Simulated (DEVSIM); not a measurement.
System: Si p+/n-/n+ power diode, at 400 K.

```csv
layer (left to right),material,thickness (μm),Nd (cm⁻³),Na (cm⁻³),τn (s),τp (s)
1,Si,1.90,-,3.1e18,5.5e-6,5.5e-6
2,Si,11.0,1.8e15,-,5.5e-6,5.5e-6
3,Si,5.90,2.7e18,-,5.5e-6,5.5e-6
```

Left contact: ohmic. Right contact: ohmic. Voltage is applied to the left contact. Recombination: SRH at mid-gap, Auger. Mobility is μmin + (μ − μmin)/(1 + (N/Nref)^α).

Constants are typed, rounded textbook-type inputs, not results; the design itself was drawn at random and stands for no fabricated device. Values at 300 K; Nc and Nv go as T^1.5, mobilities as T to minus their exponent, the gap by Varshni's rule with the affinity fixed.

```csv
parameter,Si
gap (eV),1.124
affinity (eV),4.05
permittivity,11.7
Nc (cm⁻³),2.86e19
Nv (cm⁻³),3.1e19
μn (cm²/Vs),1417
μp (cm²/Vs),470
"μn,min",52
"μp,min",45
"Nref,n",9.7e16
"Nref,p",2.2e17
αn,0.68
αp,0.72
T exponent of μn,2.3
T exponent of μp,2.2
Cn (cm⁶/s),2.8e-31
Cp (cm⁶/s),9.9e-32
Varshni α (eV/K),0.000473
Varshni β (K),636
```

DEVSIM, 1D drift-diffusion, Boltzmann statistics, complete ionisation; no tunnelling, impact ionisation, image-force lowering or self-heating.

Q: Give the dark reverse current.

A: 
| V (V) | J (A/cm²) |
|---|---|
| -2.00 | -8.3e-6 |
| -5.00 | -1.4e-5 |
| -10.00 | -2.0e-5 |
| -15.00 | -2.5e-5 |
| -20.00 | -2.9e-5 |
| -30.00 | -3.6e-5 |
| -40.00 | -4.2e-5 |
| -50.00 | -4.7e-5 |
| -65.00 | -5.4e-5 |
| -80.00 | -6.0e-5 |
| -100.00 | -6.8e-5 |
